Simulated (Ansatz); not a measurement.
The starting structures come from a database of crystals and need not be the phases stable at ambient conditions.

 Where the default PAW files enter, the runs use the earlier of Ansatz's two default sets.

The decay constant κ of evanescent states in the gap governs leakage through a thin film.

```
LiTaF6
1.0
    5.42144     0.00000     0.00000
    0.49248     7.47473     0.00000
   -2.46448     3.73736     2.58467
Li Ta F
1 1 6
Cartesian
  0.24624   3.73736   0.00000
  0.00000   0.00000   0.00000
  3.07363   5.56628   2.03853
  0.37581   5.64581   0.54614
 -0.87968   3.33987   1.59108
  4.32912   7.87222   0.99359
  1.55654   7.86694   1.53973
  1.89291   3.34515   1.04494
```

Space group of this cell: R-3. The cell is taken as given; by r2SCAN its mean pressure is -0.7 GPa.

Transport runs along the normal of the first two printed cell vectors, the (110) plane of the conventional cell.

The gap is the functional's own. No spin-orbit coupling. Mid-gap values are interpolated on the energy grid.

**Question.** Give the band gap and the smallest decay constant κ at mid-gap that r2SCAN (Ansatz, a program for electronic structure) yields.

**Answer.** Gap 7.06 eV on a 12×12×12 mesh; κ = 0.621 1/Å, at the zone centre.
